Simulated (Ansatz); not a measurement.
Take PbSe in the rock salt structure (space group Fm-3m, No. 225; a = 6.1016 Å) as the base. Axes: x, y, z lie along the cube axes.

Method: PBEsol in Ansatz (plane waves to 420 eV, PAW, spin-orbit coupling left out).

Before the change:

```
Property    Value
--------  -------
Band gap  0.17 eV
```

Modification: a free-standing slab of 3 layers (6 atoms, 2 a layer) is cut normal to the z axis, with 15 Å of vacuum and the in-plane cell held at bulk.

Question: What happens to the excess energy per area of both faces?

Answer: The excess energy per area of both faces (slab less bulk energy over the cell's area: twice a surface energy) amounts to 0.59 J/m².

Question: What does the calculation give for the band gap after the change?

Answer: The band gap rises by 0.515 eV (0.17 eV → 0.68 eV).

Question: What does the calculation give for the gap character after the change?

Answer: The gap character is direct at X.

Slab and bulk use different k-meshes, which limits the precision of the excess energy. Spin-orbit coupling, missing from the scalar runs, can matter with Pb. Whether these cells are dynamically stable was not tested. The zero or small gap of PbSe can change with the level of theory. k-point labels follow each cell's own Brillouin zone.

Ansatz is an electronic-structure program.
